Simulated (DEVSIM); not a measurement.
Structure: Schottky contact on n-type Si, at 300 K.

Layer 1 from the left is Si, thickness (μm) 14.0, Nd (cm⁻³) 2.2e17, τn (s) 3.2e-6, τp (s) 9.6e-8.

Left contact: Schottky, work function 4.57 eV, emission velocity 5.8e6 cm/s. Right contact: ohmic. Voltage is applied to the left contact. Recombination: SRH at mid-gap, Auger. Mobility is μmin + (μ − μmin)/(1 + (N/Nref)^α).

Constants are typed, rounded textbook-type inputs, not results; the design itself was drawn at random and stands for no fabricated device. Values at 300 K.

Si: gap (eV) 1.124, affinity (eV) 4.05, permittivity 11.7, Nc (cm⁻³) 2.86e19, Nv (cm⁻³) 3.1e19, μn (cm²/Vs) 1417, μp (cm²/Vs) 470, μn,min 52, μp,min 45, Nref,n 9.7e16, Nref,p 2.2e17, αn 0.68, αp 0.72, Cn (cm⁶/s) 2.8e-31, Cp (cm⁶/s) 9.9e-32.

Question: Estimate by hand the built-in potential, the peak field at zero bias, and compare with a numerical solution.

Answer: 
- Built-in potential: barrier φB = 0.520 eV; Vbi = φB − kT/q ln(N_band/N) = 0.394 V; numerical 0.394 V.
- Peak field at zero bias: depletion approximation: W = √(2εVbi/(qN)) = 0.0481 μm with N = 2.20e17 cm⁻³; field = 2Vbi/W = 164000 V/cm; numerical 157000 V/cm (estimate above by 4.6 %).

DEVSIM, 1D drift-diffusion, Boltzmann statistics, complete ionisation; no tunnelling, impact ionisation, image-force lowering or self-heating. Metal contacts follow the ideal Schottky-Mott rule: no Fermi-level pinning, no interface dipoles.
